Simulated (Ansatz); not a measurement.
# Al in the fcc (Cu type) structure (space group Fm-3m, No. 225)

```yaml
crystal:
  lattice:
    - [0.00000, 1.99601, 1.99601]
    - [1.99601, 0.00000, 1.99601]
    - [1.99601, 1.99601, 0.00000]
  atoms:
    - { symbol: Al, position: [0.00000, 0.00000, 0.00000] }
```

Level of theory: plane-wave PAW DFT at the r2SCAN level (Ansatz, a program for electronic structure, 500 eV), spin-orbit coupling left out. k-mesh 20×20×20 (Γ-centred); smearing 0.05 eV (Fermi–Dirac).

The volume per atom is 15.90 Å³. The density is 2.82 g/cm³ and the band gap is zero. The total energy is -540.411 eV/atom (σ→0; compares only within this code and set-up).

Stability against distortions was not tested.
